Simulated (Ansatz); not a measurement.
```
CELL_PARAMETERS angstrom
      0.00000     1.77690     1.75913
      1.77690     0.00000     1.75913
      1.77690     1.77690     0.00000
ATOMIC_POSITIONS crystal
  C  0.00000 0.00000 0.00000
  C  0.25000 0.25000 0.25000
```

No spin polarisation.

Method: PBEsol in Ansatz (plane waves to 420 eV, PAW, spin-orbit coupling left out). Settings: 16×16×16 k-points, 0.05 eV Fermi–Dirac smearing.

Q: What gap character does the calculation give?

A: Indirect, Γ → k = (3/8, 3/8, 0) in the run's primitive reciprocal basis.

Q: Estimate the electron mass.

A: 1.6 mₑ along k, 0.29 mₑ across (off the special points).

Q: What valence-band top at Γ (three highest levels, from the VBM) does the calculation give?

A: 0.00, -0.15, -0.15 eV.

Q: Predict the space group.

A: I4_1/amd (No. 141).

The cells carry an imposed strain or load. Effective masses come from finite differences of ±0.01 Å⁻¹. Along k means along the line from Γ to the band edge. Whether these cells are dynamically stable was not tested. The cell was made from C in the diamond structure (space group Fd-3m, No. 227) by this change: uniaxial strain ε_zz = −1.00 %.

Ansatz is a quantum-chemistry and plane-wave program.
